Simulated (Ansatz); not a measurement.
Partial pair distribution functions of a relaxed model of amorphous Si₂₄O₅₁Al₂, broadened by 0.06 Å; density 2.24 g/cm³. These are PBE, scalar-relativistic without spin-orbit coupling (plane waves to 420 eV, PAW; Ansatz, a first-principles code) values and carry that method's errors.

The cell was made by melting and quenching with the CHGNet potential and then relaxed with DFT. O atoms were pushed apart under 1.9 Å during the dynamics, to hinder bonds among them. The hot cell started wider than the set density and was brought back towards it in steps. It is the lowest in DFT energy of 2 quenches. It is a model cell: composition and starting density were chosen by hand, and all elements were melted together. No dispersion term was used. Its density started from a set value of 2.24 and ended at 2.24 g/cm³. The simulated quench (nominally 400 K/ps over its main leg) is rapid and tends to freeze in more defects than a deposited or slowly cooled glass has. One small periodic cell is one sample of the glass; other quenches scatter about these values. The volume was held where the preparation left it and the shape relaxed, at a PBE pressure of 1.1 GPa. Stress components on the final sampling reach 1.1 GPa.

| r (Å) | g Si-O | g O-Al | g Si-Si | g O-O |
|---|---|---|---|---|
| 1.35 | 0.00 | 0.00 | 0.00 | 0.00 |
| 1.45 | 0.28 | 0.00 | 0.00 | 0.00 |
| 1.55 | 7.50 | 0.19 | 0.00 | 0.00 |
| 1.65 | 16.05 | 5.34 | 0.00 | 0.00 |
| 1.75 | 2.92 | 10.87 | 0.00 | 0.00 |
| 1.85 | 0.05 | 1.57 | 0.00 | 0.00 |
| 1.95 | 0.00 | 0.88 | 0.00 | 0.00 |
| 2.05 | 0.00 | 1.19 | 0.00 | 0.00 |
| 2.15 | 0.00 | 0.10 | 0.01 | 0.00 |
| 2.25 | 0.00 | 0.00 | 0.34 | 0.01 |
| 2.35 | 0.00 | 0.00 | 0.71 | 0.15 |
| 2.45 | 0.00 | 0.00 | 0.11 | 0.32 |
| 2.55 | 0.00 | 0.00 | 0.00 | 2.57 |
| 2.65 | 0.00 | 0.00 | 0.03 | 6.49 |
| 2.75 | 0.02 | 0.01 | 0.63 | 4.11 |
| 2.85 | 0.10 | 0.32 | 2.85 | 1.29 |
| 2.95 | 0.27 | 0.72 | 3.96 | 0.71 |
| 3.05 | 0.42 | 0.68 | 3.17 | 0.50 |
| 3.15 | 0.53 | 0.52 | 2.46 | 0.37 |
| 3.25 | 0.74 | 1.11 | 1.14 | 0.53 |
| 3.35 | 0.96 | 1.14 | 0.09 | 0.64 |
| 3.45 | 1.11 | 0.83 | 0.00 | 0.49 |
| 3.55 | 1.27 | 0.57 | 0.04 | 0.73 |
| 3.65 | 1.14 | 0.48 | 0.17 | 0.74 |
| 3.75 | 1.26 | 1.22 | 0.19 | 0.38 |
| 3.85 | 1.13 | 2.28 | 0.37 | 0.41 |
| 3.95 | 1.43 | 2.08 | 0.65 | 0.57 |
| 4.05 | 1.94 | 1.35 | 0.61 | 0.69 |
| 4.15 | 2.10 | 1.26 | 0.56 | 0.66 |
| 4.25 | 1.88 | 1.15 | 0.66 | 0.80 |
| 4.35 | 0.96 | 1.45 | 0.59 | 0.81 |
| 4.45 | 0.71 | 2.00 | 0.84 | 0.95 |
| 4.55 | 0.66 | 1.18 | 1.42 | 1.33 |
| 4.65 | 0.61 | 0.55 | 1.19 | 1.30 |
| 4.75 | 0.73 | 0.36 | 1.04 | 1.26 |
| 4.85 | 0.69 | 0.60 | 1.30 | 1.14 |
| 4.95 | 0.50 | 0.24 | 1.04 | 1.29 |

Within 1.90 Å each Si has 4.00 O neighbours on average.
